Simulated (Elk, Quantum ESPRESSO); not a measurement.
A Quantum ESPRESSO input for a self-consistent single point of CdS (F-43m, 2 atoms in the cell) (DFT, PBE, plane waves, SSSP 1.1.2 efficiency (PBE) pseudopotentials):

```fortran
&CONTROL
 calculation = 'scf',
 prefix = 'CdS',
 outdir = './tmp/',
 pseudo_dir = './',
 tprnfor = .true.,
 tstress = .true.,
/
&SYSTEM
 ibrav = 2,
 A = 5.76701400,
 nat = 2,
 ntyp = 2,
 ecutwfc = 45,
 ecutrho = 360,
 occupations = 'fixed',
 nbnd = 13,
/
&ELECTRONS
 conv_thr = 1.0d-10,
/
ATOMIC_SPECIES
Cd   112.4140  Cd.pbe-dn-rrkjus_psl.0.3.1.UPF
S     32.0600  s_pbe_v1.4.uspp.F.UPF
ATOMIC_POSITIONS {crystal}
Cd    0.00000000    0.00000000    0.00000000
S     0.25000000    0.25000000    0.25000000
K_POINTS {automatic}
10 10 10  0 0 0
```

Question: Write the same calculation as an input for Elk.

Answer: One input that does it (others would too):

```
tasks
  0

xctype
  20

rgkmax
  7.5

gmaxvr
  16.0

nxlo
  2

lorbcnd
  .true.

rmtscf
  0.92

lmaxi
  2

stype
  0

swidth
  0.0001

maxscl
  100

scale
  7.70610416

avec
    0.0000000000    0.7071067812    0.7071067812
    0.7071067812    0.0000000000    0.7071067812
    0.7071067812    0.7071067812    0.0000000000

atoms
  2
  'Cd.in'
  1
  0.0000000000  0.0000000000  0.0000000000    0.0 0.0 0.0
  'S.in'
  1
  0.2500000000  0.2500000000  0.2500000000    0.0 0.0 0.0

ngridk
  10 10 10
```

Basis, cutoffs, solver keys and any potentials are the target program's own. This input uses DFT, PBE, all-electron FP-LAPW, Elk's shipped species files, APW+lo basis with extra local orbitals. Both were run: gap on the mesh 1.190 eV in Quantum ESPRESSO and 1.157 in Elk.

On Elk: the starting cell comes from a database of computed structures (which also holds hypothetical and non-ambient phases and stackings), without a prior relaxation at this level. Its lattice was rescaled by a random factor within 2.5 % of one. Values depend on the basis (sphere radii, cutoffs, local orbitals), which need not be converged.

On Quantum ESPRESSO: the starting cell comes from a database of computed structures (which also holds hypothetical and non-ambient phases and stackings), without a prior relaxation at this level. Its lattice was rescaled by a random factor within 2.5 % of one. With a pressure of about 5 GPa the cell is away from its equilibrium volume at this level.
